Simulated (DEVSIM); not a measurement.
System: Schottky contact on n-type Si, at 300 K.

Layer 1 from the left is Si, thickness (μm) 8.60, Nd (cm⁻³) 3.2e16, τn (s) 0.00027, τp (s) 0.00027. Layer 2 from the left is Si, thickness (μm) 35.0, Nd (cm⁻³) 2.1e18, τn (s) 0.00027, τp (s) 0.00027.

Left contact: Schottky, work function 4.86 eV, emission velocity 1e7 cm/s. Right contact: ohmic. Voltage is applied to the left contact. Recombination: SRH at mid-gap, radiative, Auger. Mobility is μmin + (μ − μmin)/(1 + (N/Nref)^α).

This is a model device: material constants are rounded textbook-type values typed into the input, and sizes, dopings and lifetimes were drawn at random. Values at 300 K.

Si: gap (eV) 1.124, affinity (eV) 4.05, permittivity 11.7, Nc (cm⁻³) 2.86e19, Nv (cm⁻³) 3.1e19, μn (cm²/Vs) 1417, μp (cm²/Vs) 470, μn,min 52, μp,min 45, Nref,n 9.7e16, Nref,p 2.2e17, αn 0.68, αp 0.72, B (cm³/s) 4.7e-15, Cn (cm⁶/s) 2.8e-31, Cp (cm⁶/s) 9.9e-32.

Model (solved in DEVSIM): 1D drift-diffusion, Boltzmann statistics, complete ionisation; no tunnelling, impact ionisation, image-force lowering or self-heating. Metal contacts follow the ideal Schottky-Mott rule: no Fermi-level pinning, no interface dipoles.

Dark forward current:

```csv
|V| (V),|J| (A/cm²)
0.05,5.871e-6
0.10,4.619e-5
0.15,0.0003230
0.20,0.002221
0.25,0.01521
0.30,0.1038
0.35,0.7025
0.40,4.595
0.45,25.73
0.50,95.01
0.55,219.5
0.60,378.8
0.65,557.4
0.70,748.0
0.75,948.6
0.80,1160
0.85,1381
0.90,1603
0.95,1824
1.00,2046
```

Problem. Work out the local ideality factor n = ΔV / (kT/q · ln(J2/J1)) between the rows 0.15 and 0.20 V, 0.95 and 1.00 V.

Solution. kT/q = 25.85 mV. From 0.15 to 0.20 V: ln(0.002221/0.0003230) = 1.928, n = 1.00, near the 1 of diffusion or emission over a barrier. From 0.95 to 1.00 V: ln(2046/1824) = 0.115, n = 16.84; the layers' resistance at their doping, Σ W/(qμN) = 0.00022 Ω cm², would take 49 mV of this step of 50 mV.

Problem. Estimate the current at 0.25 V for emission alone, J0 = q v N_band exp(−φB/kT), and read the barrier back from the simulated current.

Solution. φB = 0.810 eV, N_band = 2.86e19 cm⁻³, J0 = 1.13e-6 A/cm²; J = J0 (exp(qV/kT) − 1) = 0.0179 A/cm². The simulation gives 0.0152 A/cm²; the estimate lies 18 % above. Read backwards, the simulated current gives an apparent barrier of 0.814 eV. The estimate leaves out transport through the depletion region and minority injection.
